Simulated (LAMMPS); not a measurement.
MD of Ag (fcc) at zero pressure, 2048 atoms, as a liquid; each row is its own run.

Level of theory: classical MD, pair style meam, file library.meam (library.meam-Ag); code LAMMPS.

| T (K) | viscosity (mPa s) |
|---|---|
| 990 | 5.51 |
| 1610 | 1.64 |
| 1730 | 1.65 |

### Question
Fit an Arrhenius law, ln y = a + b / x, to these rows (x is the first column, y the second) and predict the run at x = 1540.

### Answer
Least squares gives a = -1.2492 and b = 2919. The slope times kB gives an activation energy of 0.25 eV. At x = 1540 the fit predicts 1.91 mPa s. The run itself gave 1.9 ± 0.1 mPa s, so the fit is 3.2 % high, within the run's error.

Caution: the potential MEAM library.meam-Ag is a first-neighbour MEAM set with a 4 Å cutoff, used here without a parameter file and away from the static properties it was fitted to.
